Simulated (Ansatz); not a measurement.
Base system: PtTe2 (space group P-3m1, No. 164; layered; relaxed with 0.1 eV smearing).

```yaml
crystal:
  lattice:
    - [4.00901, 0.00000, 0.00000]
    - [-2.00450, 3.47190, 0.00000]
    - [0.00000, 0.00000, 4.96000]
  atoms:
    - { symbol: Te, position: [0.33333, 0.66667, 0.27042] }
    - { symbol: Te, position: [0.66667, 0.33333, 0.72958] }
    - { symbol: Pt, position: [0.00000, 0.00000, 0.00000] }
```

Cartesian axes are those of the cell as printed.

Calculations: PBEsol-D3(BJ) in Ansatz (plane waves to 420 eV, PAW, no SOC).

The change: the cell is scaled by 0.9900 in all directions; the atoms relax in the strained cell.

Q: Predict the stress tensor and what it implies for the stiffness.

A: Stress of the strained cell less that of the base (GPa, compression positive):
```
    3.4     0.0     0.0
    0.0     3.4     0.0
    0.0     0.0     2.4
```

Then B = −ΔP/(ΔV/V₀) with ΔV/V₀ = -0.0297 gives secant stiffness values (nonlinear terms included at this strain): B (at held cell shape, above the free-shape value) ≈ 103 GPa.

As a check, the harmonic strain energy −½ V₀ Δσ:ε is 6.6 meV/atom; the computed energy rise is 6.3 meV/atom.

Stability against distortions was not tested. The final runs are not spin-polarised.

Ansatz is a program for electronic structure.
